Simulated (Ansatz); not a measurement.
All values below come from PBE (plane waves to 420 eV, PAW; Ansatz, an electronic-structure program).

Plane-averaged electrostatic potential energy along the normal, in eV from the Fermi level, for the (110) surface of germanium, Sb on one of 2 surface atoms, no caps (bottom of the slab: built like the top, H on every dangling bond, free):

```json
[
 {"z (Å)": "3.89", "V (eV)": "4.39"},
 {"z (Å)": "4.17", "V (eV)": "4.39"},
 {"z (Å)": "4.44", "V (eV)": "4.39"},
 {"z (Å)": "4.72", "V (eV)": "4.39"},
 {"z (Å)": "5.00", "V (eV)": "4.39"},
 {"z (Å)": "5.28", "V (eV)": "4.39"},
 {"z (Å)": "5.56", "V (eV)": "4.38"},
 {"z (Å)": "5.83", "V (eV)": "4.38"},
 {"z (Å)": "6.11", "V (eV)": "4.38"},
 {"z (Å)": "6.39", "V (eV)": "4.37"},
 {"z (Å)": "6.67", "V (eV)": "4.36"},
 {"z (Å)": "6.94", "V (eV)": "4.32"},
 {"z (Å)": "7.22", "V (eV)": "4.24"},
 {"z (Å)": "7.50", "V (eV)": "4.04"},
 {"z (Å)": "7.78", "V (eV)": "3.59"},
 {"z (Å)": "8.06", "V (eV)": "2.28"},
 {"z (Å)": "8.33", "V (eV)": "0.97"},
 {"z (Å)": "8.61", "V (eV)": "0.79"},
 {"z (Å)": "8.89", "V (eV)": "-1.41"},
 {"z (Å)": "9.17", "V (eV)": "-4.30"},
 {"z (Å)": "9.44", "V (eV)": "-6.17"},
 {"z (Å)": "9.72", "V (eV)": "-6.17"},
 {"z (Å)": "10.00", "V (eV)": "-4.39"},
 {"z (Å)": "10.28", "V (eV)": "-1.84"},
 {"z (Å)": "10.56", "V (eV)": "-0.25"},
 {"z (Å)": "10.83", "V (eV)": "-1.62"},
 {"z (Å)": "11.11", "V (eV)": "-4.21"},
 {"z (Å)": "11.39", "V (eV)": "-6.14"},
 {"z (Å)": "11.67", "V (eV)": "-6.41"},
 {"z (Å)": "11.94", "V (eV)": "-4.83"},
 {"z (Å)": "12.22", "V (eV)": "-2.27"},
 {"z (Å)": "12.50", "V (eV)": "-0.17"},
 {"z (Å)": "12.78", "V (eV)": "-0.77"},
 {"z (Å)": "13.06", "V (eV)": "-3.33"},
 {"z (Å)": "13.33", "V (eV)": "-5.62"},
 {"z (Å)": "13.61", "V (eV)": "-6.52"},
 {"z (Å)": "13.89", "V (eV)": "-5.48"},
 {"z (Å)": "14.17", "V (eV)": "-3.12"},
 {"z (Å)": "14.44", "V (eV)": "-0.61"},
 {"z (Å)": "14.72", "V (eV)": "-0.20"},
 {"z (Å)": "15.00", "V (eV)": "-2.40"},
 {"z (Å)": "15.28", "V (eV)": "-4.93"},
 {"z (Å)": "15.56", "V (eV)": "-6.41"},
 {"z (Å)": "15.83", "V (eV)": "-6.03"},
 {"z (Å)": "16.11", "V (eV)": "-4.01"},
 {"z (Å)": "16.39", "V (eV)": "-1.36"},
 {"z (Å)": "16.67", "V (eV)": "0.04"},
 {"z (Å)": "16.94", "V (eV)": "-1.42"},
 {"z (Å)": "17.22", "V (eV)": "-4.06"},
 {"z (Å)": "17.50", "V (eV)": "-6.03"},
 {"z (Å)": "17.78", "V (eV)": "-6.35"},
 {"z (Å)": "18.06", "V (eV)": "-4.81"},
 {"z (Å)": "18.33", "V (eV)": "-2.25"},
 {"z (Å)": "18.61", "V (eV)": "-0.07"},
 {"z (Å)": "18.89", "V (eV)": "-0.47"},
 {"z (Å)": "19.17", "V (eV)": "-2.94"},
 {"z (Å)": "19.44", "V (eV)": "-5.26"},
 {"z (Å)": "19.72", "V (eV)": "-6.26"},
 {"z (Å)": "20.00", "V (eV)": "-5.31"},
 {"z (Å)": "20.28", "V (eV)": "-2.93"},
 {"z (Å)": "20.56", "V (eV)": "-0.17"},
 {"z (Å)": "20.83", "V (eV)": "0.95"},
 {"z (Å)": "21.11", "V (eV)": "-0.37"},
 {"z (Å)": "21.39", "V (eV)": "-3.17"},
 {"z (Å)": "21.67", "V (eV)": "-5.45"},
 {"z (Å)": "21.94", "V (eV)": "-6.25"},
 {"z (Å)": "22.22", "V (eV)": "-5.47"},
 {"z (Å)": "22.50", "V (eV)": "-3.47"},
 {"z (Å)": "22.78", "V (eV)": "-0.73"},
 {"z (Å)": "23.06", "V (eV)": "1.72"},
 {"z (Å)": "23.33", "V (eV)": "3.30"},
 {"z (Å)": "23.61", "V (eV)": "4.04"},
 {"z (Å)": "23.89", "V (eV)": "4.39"},
 {"z (Å)": "24.17", "V (eV)": "4.56"},
 {"z (Å)": "24.44", "V (eV)": "4.64"},
 {"z (Å)": "24.72", "V (eV)": "4.68"},
 {"z (Å)": "25.00", "V (eV)": "4.70"},
 {"z (Å)": "25.28", "V (eV)": "4.70"},
 {"z (Å)": "25.56", "V (eV)": "4.71"},
 {"z (Å)": "25.83", "V (eV)": "4.71"},
 {"z (Å)": "26.11", "V (eV)": "4.71"},
 {"z (Å)": "26.39", "V (eV)": "4.71"}
]
```

Model: 16-atom slab, 13.5 Å thick at the start with caps and adatoms (thin: gaps and levels are the slab's own), 7x5x1 mesh, Fermi-Dirac 0.025 eV, dipole correction, 2 atoms held, the rest relaxed; symmetry of the start imposed; spin-polarised, no spin-orbit, no U. The slab shows no gap on its mesh. The starting moment vanished. In PBE it is, or lies within 0.01 eV a 1x1 cell of, the lowest of the 3 structures of its composition computed so far; subsurface sites and larger cells were not tried.

Q: The surface cell has an area of 23.46 Å². What dipole along the normal does the step between the two vacuum levels imply?

A: the top vacuum level lies 0.33 eV above the bottom one; p = −ε₀ A ΔV (ε₀ = 0.005526 e/(V·Å)) gives -0.04 e·Å a cell.
